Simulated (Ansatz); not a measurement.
**Effect of isotropic strain −0.80 % on BaZrO3**

Take BaZrO3 in the cubic perovskite structure (space group Pm-3m, No. 221; a = 4.205 Å) as the base.

Perturbation: the cell is scaled by 0.9920 in all directions, atoms relaxed at fixed cell.

Level of theory: r2SCAN/PAW in Ansatz (a first-principles code), no SOC. Γ-centred 8×8×8 mesh, Fermi–Dirac width 0.05 eV.

The volume per atom falls by 0.35 Å³, from 14.87 Å³ to 14.52 Å³ and the space group stays Pm-3m (No. 221). The energy rises by 4.5 meV/atom and the pressure rises by 4.15 GPa, from 0.01 GPa to 4.16 GPa. The band gap grows by 0.063 eV to 3.80 eV and the gap character remains indirect, R → Γ. The smallest direct gap rises by 0.03 eV to 3.99 eV and the mean gap deformation potential ΔEg/Δln V comes out as -2.6 eV. The width of the top valence band stays essentially unchanged (0.89 eV against 0.90 eV) and the electron mass (degenerate bands, along [100]) becomes 0.36, 0.36, 2.7 mₑ (at Γ) (base: 0.36, 0.36, 2.8 mₑ (at Γ)).

Masses are band curvatures over ±0.01 Å⁻¹ around the edge. Stability against distortions was not tested.
